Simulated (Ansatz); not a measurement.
Base system: Ti in the hcp (Mg type) structure (space group P6_3/mmc, No. 194; a = 2.936 Å, c = 4.636 Å).

Computed with r2SCAN, PAW, 500 eV (Ansatz, a quantum-chemistry and plane-wave program; no spin-orbit coupling).

One change was made to it. Results:

The volume per atom drops by 3.61 Å³ to 13.69 Å³; the c/a ratio rises by 0.135, from 1.579 to 1.714.

Question: Name the change that was made.
(A) Ti → Mn
(B) Ti → Si
(C) Ti → Tl

Answer: B, Ti → Si. For comparison, the volume per atom in the other runs: Ti → Tl gives 30.05 Å³; Ti → Mn gives 10.41 Å³.

Stability against distortions was not tested. For Si and Mn in this form, whether it has been made was not checked. Starting moments died away, wholly or in part, for Ti → Mn; another magnetic solution may exist. The final runs are not spin-polarised. This is not the structure that Si has at room temperature and ambient pressure. This is not the structure that Mn has at room temperature and ambient pressure.
